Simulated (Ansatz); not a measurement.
System: S vacancy in zinc-blende ZnS (neutral cell). Computed with PBE, PAW (plane waves to 420 eV; Ansatz, a quantum-chemistry and plane-wave program).

Cell of 64 host sites held at the relaxed PBE lattice; the Γ point alone; Fermi-Dirac width 0.01 eV, spin-restricted; finite-size errors left in. No zero-point or tunnelling terms. The charge state is imposed; whether it is stable for some Fermi level was not computed. Forms of the defect that were not tried may lie lower.

Barriers: single points on a 2×2×2 k-point mesh shifted by half a step at the bands' geometries (they differ from the bands' own by up to 0.69 eV, and are uncertain by about as much).

The step: one S atom jumps into the vacancy from a nearby S site. Atoms about the jump, Cartesian Å from the middle of the jump, before and after:

```tsv
atom	x0	y0	z0	x1	y1	z1
S1	0.00	1.31	1.31	0.00	-1.31	-1.31
Zn2	1.20	-0.16	-0.17	1.22	0.14	0.13
Zn3	-1.22	-0.12	-2.59	-1.37	0.01	-2.71
Zn4	-1.25	-2.61	-0.10	-1.37	-2.71	0.01
Zn5	-1.36	2.72	0.01	-1.21	2.56	0.17
Zn6	-1.36	0.01	2.72	-1.20	0.18	2.56
S7	-2.68	1.32	-1.36	-2.68	1.37	-1.30
S8	-2.68	-1.36	1.33	-2.68	-1.30	1.37
Zn9	-4.08	0.00	0.00	-4.08	0.01	0.01
S10	2.67	1.32	-1.35	2.67	1.37	-1.31
S11	2.67	-1.35	1.32	2.67	-1.30	1.37
```

Task: Where do these atoms stand at the saddle point, and how high is it?

Result: 
```json
[
 {"atom": "S1", "x": "-0.41", "y": "0.01", "z": "0.00"},
 {"atom": "Zn2", "x": "1.82", "y": "0.00", "z": "-0.01"},
 {"atom": "Zn3", "x": "-1.36", "y": "0.04", "z": "-2.50"},
 {"atom": "Zn4", "x": "-1.36", "y": "-2.50", "z": "0.04"},
 {"atom": "Zn5", "x": "-1.36", "y": "2.52", "z": "-0.03"},
 {"atom": "Zn6", "x": "-1.36", "y": "-0.02", "z": "2.51"},
 {"atom": "S7", "x": "-2.93", "y": "1.41", "z": "-1.40"},
 {"atom": "S8", "x": "-2.93", "y": "-1.39", "z": "1.41"},
 {"atom": "Zn9", "x": "-4.20", "y": "0.01", "z": "0.00"},
 {"atom": "S10", "x": "2.88", "y": "1.43", "z": "-1.42"},
 {"atom": "S11", "x": "2.88", "y": "-1.41", "z": "1.43"}
]
```
It lies 2.75 eV above the start and 2.75 eV above the end. The saddle point's order was not checked, and it lies on a symmetry element of the cell, where a band can be held.
